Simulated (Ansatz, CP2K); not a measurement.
A CP2K input for a self-consistent single point of CuI (F-43m, 2 atoms in the cell) (DFT PBEsol, GPW, DZVP-MOLOPT-SR-GTH basis, GTH-PBE potentials (GTH_POTENTIALS)):

```
&GLOBAL
  PROJECT scf
  RUN_TYPE ENERGY_FORCE
  PRINT_LEVEL LOW
&END GLOBAL
&FORCE_EVAL
  METHOD Quickstep
  STRESS_TENSOR ANALYTICAL
  &DFT
    BASIS_SET_FILE_NAME BASIS_MOLOPT
    POTENTIAL_FILE_NAME GTH_POTENTIALS
    &QS
      METHOD GPW
      EPS_DEFAULT 1E-10
    &END QS
    &MGRID
      CUTOFF 600
      REL_CUTOFF 60
      NGRIDS 5
    &END MGRID
    &SCF
      SCF_GUESS ATOMIC
      EPS_SCF 1E-7
      MAX_SCF 100
      ADDED_MOS 4
      &DIAGONALIZATION
        ALGORITHM STANDARD
      &END DIAGONALIZATION
      &MIXING
        METHOD BROYDEN_MIXING
        ALPHA 0.4
        NBUFFER 10
        BETA 1
      &END MIXING
      &SMEAR ON
        METHOD FERMI_DIRAC
        ELECTRONIC_TEMPERATURE [K] 116.05
      &END SMEAR
    &END SCF
    &KPOINTS
      SCHEME MONKHORST-PACK 5 5 5
    &END KPOINTS
    &XC
      &XC_FUNCTIONAL
        &PBE
          PARAMETRIZATION PBESOL
        &END PBE
      &END XC_FUNCTIONAL
    &END XC
    &PRINT
      &MO
        EIGENVALUES T
        OCCUPATION_NUMBERS T
        NDIGITS 8
        FILENAME mo
        &EACH
          QS_SCF 0
        &END EACH
        ADD_LAST NUMERIC
      &END MO
      &MULLIKEN OFF
      &END MULLIKEN
    &END PRINT
  &END DFT
  &SUBSYS
    &CELL
      ABC 4.27799600 4.27799582 4.27799589
      ALPHA_BETA_GAMMA 59.99999964 59.99999916 59.99999857
      PERIODIC XYZ
    &END CELL
    &COORD
      Cu       0.00000000     0.00000000     0.00000000
      I        2.13899800     1.23495100     0.87324225
    &END COORD
    &KIND Cu
      BASIS_SET DZVP-MOLOPT-SR-GTH-q11
      POTENTIAL GTH-PBE-q11
    &END KIND
    &KIND I
      BASIS_SET DZVP-MOLOPT-SR-GTH-q7
      POTENTIAL GTH-PBE-q7
    &END KIND
  &END SUBSYS
  &PRINT
    &FORCES ON
    &END FORCES
    &STRESS_TENSOR ON
    &END STRESS_TENSOR
  &END PRINT
&END FORCE_EVAL
```

Problem. Translate this input to Ansatz (a first-principles code).

Solution. One input that does it (others would too):

Ansatz 0.2 input:
```yaml
crystal:
  lattice:
    - [0.00000000, 3.02500000, 3.02500000]
    - [3.02500000, 0.00000000, 3.02500000]
    - [3.02500000, 3.02500000, 0.00000000]
  atoms:
    - { symbol: Cu, position_ang: [0.00000000, 0.00000000, 0.00000000] }
    - { symbol: I, position_ang: [1.51250000, 1.51250000, 1.51250000] }
basis:
  ecutwfc: 30.9 Ry
kpoints:
  mp_grid: { grid: [5, 5, 5] }
hamiltonian:
  xc: pbesol
  pseudopotentials: { kind: paw }
scf:
  occupations: { method: fermi_dirac, width: 0.0007 Ry }
output:
  forces: true
  eigenvalues: true
  stress: true
```

Basis settings and potentials, where a program has them, do not carry over. This input uses DFT, PBEsol, plane waves, default PAW files made with PBE. The width in Ry is rounded to four decimals. Both were run: pressure -0.46 GPa in CP2K and -2.34 in Ansatz; gap on the mesh 0.995 eV in CP2K and 1.021 in Ansatz. Ansatz's pressure is the one without its finite-basis correction.

On CP2K: the starting cell has typed, rounded lattice constants, without a prior relaxation at this level. Spin-orbit coupling is off. Values carry the incompleteness of an atom-centred basis. The potentials were made for another functional than the one used.

On Ansatz: the starting cell has typed, rounded lattice constants, without a prior relaxation at this level. Spin-orbit coupling is off.
